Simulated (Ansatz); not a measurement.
## GeSb2Te4 (R-3m, No. 166, 7 atoms in the cell; start mp-1224370): lattice constant a by level of theory

No measured value is used here.

```json
[
 {"level (code)": "PBE (Ansatz)", "value (Å)": "4.325"},
 {"level (code)": "PBEsol (Ansatz)", "value (Å)": "…"},
 {"level (code)": "PBE-D3(BJ) (Ansatz)", "value (Å)": "4.250"},
 {"level (code)": "r²SCAN+rVV10 (Ansatz)", "value (Å)": "4.271"}
]
```

What belongs in the gaps?


- PBEsol (Ansatz, a quantum-chemistry and plane-wave program), value (Å): 4.246

PBE, PBEsol, PBE-D3(BJ), r²SCAN+rVV10: the relaxation could not lower the start's symmetry, so the cell can be a saddle point above a distorted one. PBE-D3(BJ): a distance lies near a switch of the dispersion term, which can move the cell. Cutoffs differ between the levels. Ansatz's density-functional and Hartree–Fock values are scalar-relativistic unless marked +SOC, with PAW data made under PBE.

A start named mp-… is a Materials Project structure, which need not be a measured phase.
